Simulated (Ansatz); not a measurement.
# A computed series for GaN: response to strain

Base system: GaN in the zinc blende structure (space group F-43m, No. 216; a = 4.498 Å). Axes: x, y, z lie along the cube axes.

Strains are applied to the cell and any free atomic positions relax; under biaxial strain the out-of-plane vector relaxes too.

Level of theory: Kohn–Sham DFT with the r2SCAN functional, run in Ansatz (a first-principles code) with PAW and 500 eV plane waves, no spin-orbit coupling.

Notes on the quantities. energy relative to the base: free energy F.

```json
[
 {"biaxial strain, plane normal [001], relaxed out of plane (%)": "0", "energy relative to the base (meV/atom)": "0.0"},
 {"biaxial strain, plane normal [001], relaxed out of plane (%)": "0.5", "energy relative to the base (meV/atom)": "0.5"},
 {"biaxial strain, plane normal [001], relaxed out of plane (%)": "1", "energy relative to the base (meV/atom)": "1.9"},
 {"biaxial strain, plane normal [001], relaxed out of plane (%)": "1.5", "energy relative to the base (meV/atom)": "4.2"},
 {"biaxial strain, plane normal [001], relaxed out of plane (%)": "2", "energy relative to the base (meV/atom)": "?"},
 {"biaxial strain, plane normal [001], relaxed out of plane (%)": "2.5", "energy relative to the base (meV/atom)": "11.4"},
 {"biaxial strain, plane normal [001], relaxed out of plane (%)": "3", "energy relative to the base (meV/atom)": "16.2"}
]
```

Task: Fit ΔE = Aε² + Bε³ (ε in %) to the rows shown and predict the withheld row.

Result: Least squares on the printed values gives A = 1.94 and B = -0.047 meV/atom (largest residual 0.0 meV/atom); this predicts 7.4 meV/atom, and the run gives 7.4 meV/atom, in agreement.

Whether these cells are dynamically stable was not tested. This is not the structure that GaN has at room temperature and ambient pressure.
